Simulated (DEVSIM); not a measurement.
**Si n-i-p diode**

Structure: Si n-i-p diode, at 400 K.

```
layer (left to right)  material  thickness (μm)  Nd (cm⁻³)  Na (cm⁻³)  τn (s)  τp (s)
---------------------  --------  --------------  ---------  ---------  ------  ------
1                            Si            1.40     7.3e17          -    9e-6    9e-6
2                            Si           0.500          -     1.1e13    9e-6    9e-6
3                            Si            1.40          -     1.5e19    9e-6    9e-6
```

Left contact: ohmic. Right contact: ohmic. Voltage is applied to the left contact. Recombination: SRH at mid-gap, radiative, Auger. Mobility is μmin + (μ − μmin)/(1 + (N/Nref)^α).

This is a model device: material constants are rounded textbook-type values typed into the input, and sizes, dopings and lifetimes were drawn at random. Values at 300 K; Nc and Nv go as T^1.5, mobilities as T to minus their exponent, the gap by Varshni's rule with the affinity fixed.

```tsv
parameter	Si
gap (eV)	1.124
affinity (eV)	4.05
permittivity	11.7
Nc (cm⁻³)	2.86e19
Nv (cm⁻³)	3.1e19
μn (cm²/Vs)	1417
μp (cm²/Vs)	470
μn,min	52
μp,min	45
Nref,n	9.7e16
Nref,p	2.2e17
αn	0.68
αp	0.72
T exponent of μn	2.3
T exponent of μp	2.2
B (cm³/s)	4.7e-15
Cn (cm⁶/s)	2.8e-31
Cp (cm⁶/s)	9.9e-32
Varshni α (eV/K)	0.000473
Varshni β (K)	636
```

DEVSIM, 1D drift-diffusion, Boltzmann statistics, complete ionisation; no tunnelling, impact ionisation, image-force lowering or self-heating.

```json
{
  "potential_step_across_the_device_at_zero_bias": "0.915 V",
  "Dark forward voltage at 1 A/cm²": "0.533 V",
  "Dark forward voltage at 100 A/cm²": "0.694 V"
}
```

Dark forward current:

```json
[
 {"V (V)": "-0.05", "J (A/cm²)": "-1.2e-6"},
 {"V (V)": "-0.10", "J (A/cm²)": "-5.2e-6"},
 {"V (V)": "-0.15", "J (A/cm²)": "-2.0e-5"},
 {"V (V)": "-0.20", "J (A/cm²)": "-7.6e-5"},
 {"V (V)": "-0.25", "J (A/cm²)": "-0.00030"},
 {"V (V)": "-0.30", "J (A/cm²)": "-0.0012"},
 {"V (V)": "-0.35", "J (A/cm²)": "-0.0051"},
 {"V (V)": "-0.40", "J (A/cm²)": "-0.021"},
 {"V (V)": "-0.45", "J (A/cm²)": "-0.091"},
 {"V (V)": "-0.50", "J (A/cm²)": "-0.38"},
 {"V (V)": "-0.55", "J (A/cm²)": "-1.6"},
 {"V (V)": "-0.60", "J (A/cm²)": "-6.9"},
 {"V (V)": "-0.65", "J (A/cm²)": "-29"},
 {"V (V)": "-0.70", "J (A/cm²)": "-120"},
 {"V (V)": "-0.75", "J (A/cm²)": "-470"},
 {"V (V)": "-0.80", "J (A/cm²)": "-1600"},
 {"V (V)": "-0.85", "J (A/cm²)": "-4700"}
]
```

Small-signal capacitance in reverse bias (quasi-static):

```json
[
 {"V (V)": "0.1", "C (nF/cm²)": "24.5"},
 {"V (V)": "0.25", "C (nF/cm²)": "23.5"},
 {"V (V)": "0.5", "C (nF/cm²)": "22.6"},
 {"V (V)": "0.75", "C (nF/cm²)": "22.1"},
 {"V (V)": "1", "C (nF/cm²)": "21.8"},
 {"V (V)": "1.5", "C (nF/cm²)": "21.3"},
 {"V (V)": "2", "C (nF/cm²)": "21.1"},
 {"V (V)": "2.5", "C (nF/cm²)": "20.9"}
]
```
